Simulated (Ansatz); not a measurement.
Consider WS$_{2}$ in the 2H-MoS2 type structure (space group P6_3/mmc, No. 194; a = 3.115 Å, c = 11.773 Å; layered, stacked along the Cartesian z axis).

Levels (all Ansatz, an electronic-structure program, PAW): PBEsol-D3(BJ) (420 eV, no SOC); PBEsol+SOC (420 eV, spin-orbit coupling included).

The geometry is relaxed with PBEsol-D3(BJ).

PBEsol-D3(BJ) band gap: 0.65 eV
PBEsol-D3(BJ) hole mass: 0.96 mₑ along c, 0.46 mₑ across (at Γ)
PBEsol-D3(BJ) electron mass: 0.39 mₑ along c, 0.46 mₑ across (off the special points)

Problem. How does going to PBEsol+SOC change the band gap, hole mass and electron mass?

Solution. The band gap drops by 0.04 eV to 0.61 eV; the hole mass goes from 0.96 mₑ along c, 0.46 mₑ across (at Γ) to 0.94 mₑ along c, 0.46 mₑ across (at Γ); the electron mass changes from 0.39 mₑ along c, 0.46 mₑ across (off the special points) to 0.40 mₑ along c, 0.46 mₑ across (off the special points).

Single points use the geometry relaxed with PBEsol-D3(BJ). Differences between runs with and without spin-orbit coupling are approximate. Spin-orbit coupling, missing from the scalar runs, can matter with W. Masses are band curvatures over ±0.01 Å⁻¹ around the edge. Whether these cells are dynamically stable was not tested.
